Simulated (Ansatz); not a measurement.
Take GaN in the wurtzite structure (space group P6_3mc, No. 186) as the base.

```
GaN
1.0
    3.18312     0.00000     0.00000
   -1.59156     2.75667     0.00000
    0.00000     0.00000     5.18363
Ga N
2 2
Direct
  0.66667   0.33333   0.00099
  0.33333   0.66667   0.50099
  0.66667   0.33333   0.62421
  0.33333   0.66667   0.12421
```

Levels (all Ansatz, an electronic-structure program, PAW): r2SCAN (500 eV, spin-orbit coupling left out); HSE06 (420 eV, scalar-relativistic without spin-orbit coupling).

Its gap is 2.35 eV with r2SCAN and 3.20 eV with HSE06.

It is then changed as follows: a fraction x = 0.75 of the Ga sites is given to Al, ordered in a cell of 8 atoms (starting symmetry Pm) and fully relaxed.

With r2SCAN the gap becomes 4.15 eV.

Question: If the HSE06 correction stayed the same, what would the HSE06 gap be, and what does the HSE06 run give?

Answer: A rigid correction of +0.85 eV gives 5.00 eV. The HSE06 run gives 4.93 eV, so the correction itself changes by -0.07 eV.

Single points use the geometry relaxed with r2SCAN. Each cell is one ordered arrangement of few atoms, which overstates ordering effects compared with a random alloy. Whether these cells are dynamically stable was not tested.
